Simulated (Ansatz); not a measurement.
Worked example: relaxation of the atoms of CoSi (R3, 8 atoms in the cell) in Ansatz (a program for electronic structure).

Computed with LDA (PW92), default PAW files made with PBE (plane waves; Ansatz).

The change in words: one atom moved by 0.15 angstrom; relax: default → atoms; relax.f_tol: default → 0.001 eV/Å. Reference geometry:
```
CELL_PARAMETERS angstrom
      4.42668     0.00000     0.00000
      0.00000     4.42668     0.00000
      0.00000     0.00000     4.42668
ATOMIC_POSITIONS crystal
  Co 0.85600 0.64400 0.35600
  Co 0.35600 0.85600 0.64400
  Co 0.14400 0.14400 0.14400
  Co 0.64400 0.35600 0.85600
  Si 0.15700 0.34300 0.65700
  Si 0.65700 0.15700 0.34300
  Si 0.84300 0.84300 0.84300
  Si 0.34300 0.65700 0.15700
```

Reference input (self-consistent single point, DFT, LDA (PW92), plane waves, default PAW files made with PBE): basis.ecutwfc = 420 eV; kpoints.mp_grid.grid = 8 8 8; hamiltonian.xc = lda; hamiltonian.pseudopotentials = {kind: paw} (the program's default PAW files); scf.occupations.method = gaussian; scf.occupations.width = 0.1 eV. This run's input differs from it in these lines:

```diff
@@ -9,3 +9,3 @@
     - { symbol: Co, position: [0.356000, 0.856000, 0.644000] }
-    - { symbol: Co, position: [0.144000, 0.144000, 0.144000] }
+    - { symbol: Co, position: [0.163564, 0.163564, 0.163564] }
     - { symbol: Co, position: [0.644000, 0.356000, 0.856000] }
@@ -24,2 +24,4 @@
   occupations: { method: gaussian, width: 0.1 }
+relax:
+  f_tol: 0.001
 output:
```

Output (repeated stretches shortened):

```
   [... SCF lines of the steps left out ...]
relax step   1: F+E_penalty+E_count = -22691.53996605 eV  Δ(F+E_penalty+E_count) = +0.000e0 eV  max|allowed force component| = 8.601e-1 eV/Å  Δτ_max = 0.0000 Å  (7 SCF iters, dr2 threshold 1.00e-7 eV, accepted)
relax step   2: F+E_penalty+E_count = -22691.59563765 eV  Δ(F+E_penalty+E_count) = -5.567e-2 eV  max|allowed force component| = 6.118e-1 eV/Å  Δτ_max = 0.0395 Å  (6 SCF iters, dr2 threshold 4.62e-5 eV, accepted)
relax step   3: F+E_penalty+E_count = -22691.65469546 eV  Δ(F+E_penalty+E_count) = -5.906e-2 eV  max|allowed force component| = 2.060e-2 eV/Å  Δτ_max = 0.0922 Å  (6 SCF iters, dr2 threshold 2.34e-5 eV, accepted)
relax step   4: F+E_penalty+E_count = -22691.65469577 eV  Δ(F+E_penalty+E_count) = -3.120e-7 eV  max|allowed force component| = 2.058e-2 eV/Å  Δτ_max = 0.0000 Å  (6 SCF iters, accepted)
relax step   5: F+E_penalty+E_count = -22691.65497694 eV  Δ(F+E_penalty+E_count) = -2.812e-4 eV  max|allowed force component| = 2.876e-3 eV/Å  Δτ_max = 0.0044 Å  (6 SCF iters, dr2 threshold 2.65e-8 eV, accepted)
relax step   6: F+E_penalty+E_count = -22691.65498069 eV  Δ(F+E_penalty+E_count) = -3.755e-6 eV  max|allowed force component| = 1.065e-4 eV/Å  Δτ_max = 0.0004 Å  (6 SCF iters, accepted)
the relaxation is at rest under the 3 symmetry operations that the run kept from its start: a minimum is not shown …
Free energy (F): -22691.654981 eV
Internal energy: -22691.648029 eV  (E = F + TS)
E sigma→0 (E₀):  -22691.651505 eV
Entropy (-TS):   -0.006951 eV (-0.869 meV/atom)
Fermi energy:    16.436803 eV
--- Forces (eV/Å), atoms counted from 1 ---
  atom   1  Co     0.00009645    -0.00008337     0.00007453
  atom   2  Co     0.00007453     0.00009645    -0.00008337
  atom   3  Co    -0.00003578    -0.00003578    -0.00003578
  atom   4  Co    -0.00008337     0.00007453     0.00009645
  atom   5  Si     0.00006745    -0.00010605     0.00004977
   [... lines left out ...]
    - { symbol: Si, position: [0.1602545908072361, 0.3446373878806733, 0.6602549518978278] }
    - { symbol: Si, position: [0.6602549518978278, 0.1602545908072361, 0.3446373878806733] }
    - { symbol: Si, position: [0.8446362065303447, 0.8446362065303447, 0.8446362065303447] }
    - { symbol: Si, position: [0.3446373878806733, 0.6602549518978278, 0.1602545908072361] }
```

The run converged.  The full log also holds: “iter 5 did not close the SCF: its close was put off for the readings that it lacked (scf_convergence_deferred on its scf_iter line)”. The full log also holds: “iter 4 did not close the SCF: its close was put off for the readings that it lacked (scf_convergence_deferred on its scf_iter line)”.

Summary of the result:
* **Free energy E − TS (on the zero of these files)**: -22691.6550 eV
* **Fermi level (on the code's own zero)**: 16.44 eV
* **Pressure**: -11.71 GPa
* **Relaxation steps**: 6

The starting cell has typed, rounded lattice constants, without a prior relaxation at this level. Its lattice was rescaled by up to half a per cent. For this run, on top of that: one atom moved by 0.15 angstrom. Spin polarisation is off. The relaxation keeps the symmetry of its start, so its end need not be a minimum. Ansatz's pressure includes its estimate of the finite-basis (Pulay) stress.

Cost on one core of a shared machine: roughly 4 min.

Keys are those of Ansatz 0.2.
